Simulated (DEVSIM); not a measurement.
System: abrupt GaAs n-p junction, at 400 K.

| layer (left to right) | material | thickness (μm) | Nd (cm⁻³) | Na (cm⁻³) | τn (s) | τp (s) |
|---|---|---|---|---|---|---|
| 1 | GaAs | 0.260 | 3.6e13 | - | 4.1e-10 | 4.1e-10 |
| 2 | GaAs | 0.660 | - | 3.6e16 | 4.1e-10 | 4.1e-10 |

Left contact: ohmic. Right contact: ohmic. Voltage is applied to the left contact. Recombination: SRH at mid-gap, radiative. Mobility is μmin + (μ − μmin)/(1 + (N/Nref)^α).

The device is made up for the run: typed textbook-type constants, with dimensions and the other settings drawn at random. Values at 300 K; Nc and Nv go as T^1.5, mobilities as T to minus their exponent, the gap by Varshni's rule with the affinity fixed.

```
parameter             GaAs
----------------  --------
gap (eV)             1.424
affinity (eV)         4.07
permittivity          12.9
Nc (cm⁻³)           4.7e17
Nv (cm⁻³)             9e18
μn (cm²/Vs)           8500
μp (cm²/Vs)            400
μn,min                 500
μp,min                  20
Nref,n                6e16
Nref,p              1.5e17
αn                    0.39
αp                    0.38
T exponent of μn       2.1
T exponent of μp       2.2
B (cm³/s)            2e-10
Varshni α (eV/K)  0.000541
Varshni β (K)          204
```

Model (solved in DEVSIM): 1D drift-diffusion, Boltzmann statistics, complete ionisation; no tunnelling, impact ionisation, image-force lowering or self-heating.

Q: Tabulate band edges, carrier densities and field at zero bias.

A: Energies count from the Fermi level of the right contact; mesh points crowd at the junctions.

| x (μm) | Ec (eV) | Ev (eV) | n (cm⁻³) | p (cm⁻³) | field (V/cm) |
|---|---|---|---|---|---|
| 0.000 | 0.342 | -1.036 | 3.6e13 | 1200000 | 28000 |
| 0.01305 | 0.378 | -1.000 | 1.3e13 | 3500000 | 28000 |
| 0.02983 | 0.424 | -0.953 | 3.3e12 | 1.4e7 | 28000 |
| 0.05598 | 0.496 | -0.881 | 4.0e11 | 1.1e8 | 28000 |
| 0.1065 | 0.636 | -0.741 | 7.0e9 | 6.4e9 | 28000 |
| 0.1544 | 0.769 | -0.608 | 1.5e8 | 3.0e11 | 28000 |
| 0.1957 | 0.883 | -0.494 | 5300000 | 8.3e12 | 28000 |
| 0.2306 | 0.980 | -0.397 | 320000 | 1.4e14 | 28000 |
| 0.2472 | 1.027 | -0.351 | 84000 | 5.3e14 | 28000 |
| 0.2600 | 1.062 | -0.315 | 30000 | 1.5e15 | 28000 |
| 0.2719 | 1.092 | -0.285 | 13000 | 3.5e15 | 22000 |
| 0.2983 | 1.136 | -0.241 | 3500 | 1.3e16 | 12000 |
| 0.3315 | 1.161 | -0.217 | 1700 | 2.6e16 | 4100 |
| 0.3762 | 1.170 | -0.207 | 1300 | 3.4e16 | 820 |
| 0.4754 | 1.172 | -0.205 | 1200 | 3.6e16 | 19 |
| 0.5900 | 1.172 | -0.205 | 1200 | 3.6e16 | ≈ 0 |
| 0.7020 | 1.172 | -0.205 | 1200 | 3.6e16 | ≈ 0 |
| 0.7850 | 1.172 | -0.205 | 1200 | 3.6e16 | ≈ 0 |
| 0.8511 | 1.172 | -0.205 | 1200 | 3.6e16 | ≈ 0 |
| 0.8810 | 1.172 | -0.205 | 1200 | 3.6e16 | ≈ 0 |
| 0.9031 | 1.172 | -0.205 | 1200 | 3.6e16 | ≈ 0 |
| 0.9200 | 1.172 | -0.205 | 1200 | 3.6e16 | ≈ 0 |
